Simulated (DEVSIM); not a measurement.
## abrupt InP n-p junction

Device: abrupt InP n-p junction, at 300 K.

```
layer (left to right)  material  thickness (μm)  Nd (cm⁻³)  Na (cm⁻³)  τn (s)  τp (s)
---------------------  --------  --------------  ---------  ---------  ------  ------
1                           InP            65.0     8.1e15          -  7.2e-9  7.2e-9
2                           InP            93.0          -     1.9e14  7.2e-9  7.2e-9
```

Left contact: ohmic. Right contact: ohmic. Voltage is applied to the left contact. Recombination: SRH at mid-gap. Mobility is μmin + (μ − μmin)/(1 + (N/Nref)^α).

Constants are typed, rounded textbook-type inputs, not results; the design itself was drawn at random and stands for no fabricated device. Values at 300 K.

```
parameter         InP
-------------  ------
gap (eV)        1.344
affinity (eV)    4.38
permittivity     12.5
Nc (cm⁻³)      5.7e17
Nv (cm⁻³)      1.1e19
μn (cm²/Vs)      5200
μp (cm²/Vs)       170
μn,min            400
μp,min             10
Nref,n           3e17
Nref,p         4.9e17
αn               0.47
αp               0.62
```

Simulated with DEVSIM: 1D drift-diffusion, Boltzmann statistics, complete ionisation; no tunnelling, impact ionisation, image-force lowering or self-heating.

```yaml
potential_step_across_the_device_at_zero_bias: 0.951 V
largest_field_in_the_device_at_zero_bias: 7600 V/cm
```

Dark forward current:

(V (V), J (A/cm²)): (-0.05, -4.7e-9); (-0.10, -1.7e-8); (-0.20, -1.4e-7); (-0.25, -3.8e-7); (-0.30, -1.0e-6); (-0.35, -2.9e-6); (-0.45, -2.4e-5); (-0.50, -7.1e-5); (-0.55, -0.00022); (-0.65, -0.0029); (-0.70, -0.0097); (-0.75, -0.024); (-0.85, -0.069); (-0.90, -0.095); (-0.95, -0.12); (-1.00, -0.15); (-1.10, -0.22); (-1.15, -0.25); (-1.20, -0.29); (-1.30, -0.36); (-1.35, -0.40); (-1.40, -0.44); (-1.50, -0.53); (-1.55, -0.57); (-1.60, -0.62); (-1.65, -0.67); (-1.75, -0.77); (-1.80, -0.82)

Dark reverse current:

| V (V) | J (A/cm²) |
|---|---|
| 0.04 | 1.9e-9 |
| 0.10 | 3.9e-9 |
| 0.20 | 6.5e-9 |
| 0.30 | 8.9e-9 |
| 0.40 | 1.1e-8 |
| 0.60 | 1.5e-8 |
| 0.80 | 1.9e-8 |
| 1.00 | 2.2e-8 |
| 1.30 | 2.7e-8 |
| 1.60 | 3.1e-8 |
| 2.00 | 3.6e-8 |
